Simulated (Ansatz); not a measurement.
A computed series for Co: pressure series

Base system: Co (space group Fd-3m, No. 227; ferromagnetic; a cell from a computed database, its experimental status unchecked).

```
Co
1.0
    0.00000     3.20453     3.20453
    3.20453     0.00000     3.20453
    3.20453     3.20453     0.00000
Co
6
Direct
  0.75000   0.75000   0.75000
  0.50000   0.50000   0.50000
  0.12500   0.12500   0.62500
  0.12500   0.62500   0.12500
  0.12500   0.12500   0.12500
  0.62500   0.12500   0.12500
```

Cell and atoms are relaxed at each pressure.

All numbers come from PBEsol (Ansatz, a quantum-chemistry and plane-wave program), no spin-orbit coupling.

| change | largest site moment | volume per atom |
|---|---|---|
| base | 1.80 μB | 10.97 Å³ |
| pressure −2 GPa | 1.81 μB | 11.07 Å³ |
| pressure −1 GPa | 1.81 μB | 11.02 Å³ |
| pressure 0.3 GPa | 1.80 μB | 10.95 Å³ |
| pressure 0.7 GPa | 1.80 μB | 10.93 Å³ |
| pressure 1.5 GPa | 1.79 μB | 10.89 Å³ |
| pressure 3 GPa | 1.79 μB | 10.82 Å³ |
| pressure 5 GPa | 1.78 μB | 10.73 Å³ |
| pressure 7.5 GPa | 1.77 μB | ___ |
| pressure 10 GPa | 1.77 μB | 10.52 Å³ |

Q: What belongs in the blanks?

A: 
- pressure 7.5 GPa, volume per atom: 10.63 Å³

Other magnetic orders, which the real material may have, were not ruled out. Load acts through the strain it causes; cell and atoms are relaxed under it. No phonon test of stability was made. Competing high-pressure phases were not computed. This is not the structure that Co has at room temperature and ambient pressure.
